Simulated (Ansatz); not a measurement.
The reference is Os in the hcp (Mg type) structure (space group P6_3/mmc, No. 194; a = 2.7290 Å, c = 4.3091 Å; relaxed with 0.1 eV smearing).

Calculations: PBEsol, PAW, 420 eV (Ansatz, a quantum-chemistry and plane-wave program; no spin-orbit coupling).

For the base:

- Pressure = 0.0 GPa
- Band gap = zero

Now apply this change: every lattice vector is stretched by 2.50 %; the atoms relax in the strained cell.

Q: How does this affect the energy relative to the base?

A: The energy increases by 96 meV/atom.

Q: Predict the new pressure.

A: The pressure (mean of the normal stresses, compression positive) goes from zero to -26.8 GPa.

Q: What happens to the band gap?

A: The band gap is still zero.

Whether these cells are dynamically stable was not tested. All final runs are without spin polarisation.
